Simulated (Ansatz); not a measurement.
Results of rVV10 (Ansatz, a quantum-chemistry and plane-wave program, plane waves, PAW) for double-hcp La.

Settings: plane-wave cutoff 520 eV, 18×18×6 k mesh (along the axes of the cell as run), Fermi–Dirac smearing 0.05 eV, scalar-relativistic PAW data made under PBE.

Shape and atoms are relaxed at each volume.

Pressure at four volumes; x = ln(V/37.579 Å³). One pressure is withheld.

| V (Å³/atom) | x | P (GPa) |
|---|---|---|
| 36.076 | -0.0408 | 1.211 |
| 37.579 | 0.0000 | 0.000 |
| 38.331 | 0.0198 | -0.543 |
| 39.082 | 0.0392 | ? |

### Question
Pass a parabola P(x) through the three rows shown, estimate the bulk modulus and its pressure derivative near zero pressure, and predict the withheld pressure.

### Answer
Slopes between the rows: (0.000 − (1.211))/(0.0000 − (-0.0408)) = -29.68 and (-0.543 − (0.000))/(0.0198 − (0.0000)) = -27.42 GPa. Their difference over the span 0.0606 is c = 2.26/0.0606 = 37.3 GPa, so P(x) = 1.211 + (-29.68)(x − (-0.0408)) + 37.3 (x − (-0.0408))(x − (0.0000)). At the middle row B = −dP/dx = −[-29.68 + 37.3 × 0.0408] = 28.2 GPa, and B′ = dB/dP = 2c/B = 2.6. At x = 0.0392 the parabola gives -1.046 GPa; the run gives -1.048 GPa. The Birch–Murnaghan fit to the energies at all volumes has B0 = 28.1 GPa and B′ = 2.6.

Measured, for comparison: bulk modulus 27.9 GPa (room temperature, not corrected to a static lattice; as tabulated in Wikipedia's data pages). Computed (rounded) less measured: bulk modulus +0.7 %.

Note: the bulk modulus comes from volumes at which shape and atoms were relaxed.

Spin–orbit coupling is not included.
